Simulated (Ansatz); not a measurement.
The reference is SnTe in the rock salt structure (space group Fm-3m, No. 225; a = 6.4093 Å).

(Cell as relaxed with PBE.)

Levels (all Ansatz, a program for electronic structure, PAW, earlier PAW set): PBE (420 eV, no SOC); r2SCAN (500 eV, spin-orbit coupling left out).

Each level relaxes its own structure.

```tsv
base	PBE	r2SCAN
volume per atom	32.91 Å³	32.33 Å³
lattice parameter a	6.409 Å	6.371 Å
band gap	0.05 eV	0.13 eV
```

Modification: an isotropic linear strain of +2.01 %; the atoms relax in the strained cell.

```json
[
 {"quantity": "electron mass", "PBE": "0.099 mₑ along k, 0.12 mₑ across (at L)", "r2SCAN": "0.13 mₑ (at L)"},
 {"quantity": "pressure", "PBE": "-2.11 GPa", "r2SCAN": "-2.31 GPa"},
 {"quantity": "hole mass", "PBE": "0.11 mₑ along k, 0.044 mₑ across (at L)", "r2SCAN": "0.14 mₑ along k, 0.033 mₑ across (at L)"},
 {"quantity": "valley order (the lowest conduction-band minima on the path, energy above the VBM, named in the base's zone)", "PBE": "L along ⟨111⟩ 0.21 eV; a point along ⟨110⟩, about 0.6 Å⁻¹ from Γ 0.69 eV; a point along ⟨100⟩, about 0.3 Å⁻¹ from Γ 1.06 eV", "r2SCAN": "L along ⟨111⟩ 0.30 eV; a point along ⟨110⟩, about 0.6 Å⁻¹ from Γ 0.75 eV; a point along ⟨100⟩, about 0.3 Å⁻¹ from Γ 1.06 eV"}
]
```

PBE's pressure lies 0.193 GPa above r2SCAN's; both order the valleys alike. Neither level is exact; r2SCAN is the comparison here, not a measurement.

Spin-orbit coupling, missing from the scalar runs, can matter with Te. Effective masses come from finite differences of ±0.01 Å⁻¹. Along k means along the line from Γ to the band edge. Whether these cells are dynamically stable was not tested. A zero or small gap of SnTe can be the functional's error rather than a property of the material.
